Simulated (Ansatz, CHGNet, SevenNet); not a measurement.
# MoP (P-6m2, No. 187, 2 atoms in the cell; start COD 1539074): properties by level of theory

| level (code) | lattice constant a (Å) | lattice parameter c (Å) |
|---|---|---|
| CHGNet 0.3.0 | 3.242 | [?] |
| SevenNet-0 | 3.249 | 3.194 |
| SevenNet-l3i5 | 3.249 | 3.195 |
| PBE (Ansatz) | 3.241 | 3.196 |

### Question
Fill in the missing entries.

### Answer

- CHGNet 0.3.0, lattice parameter c (Å): 3.206

Caveats: the relaxation could not lower the start's symmetry, so the cell can be a saddle point above a distorted one (CHGNet 0.3.0, SevenNet-0, SevenNet-l3i5, PBE). Ansatz's density-functional and Hartree–Fock values are scalar-relativistic unless marked +SOC, with PAW data made under PBE.

The computed numbers hold no vibrational or temperature effects.

Ansatz is a first-principles code.
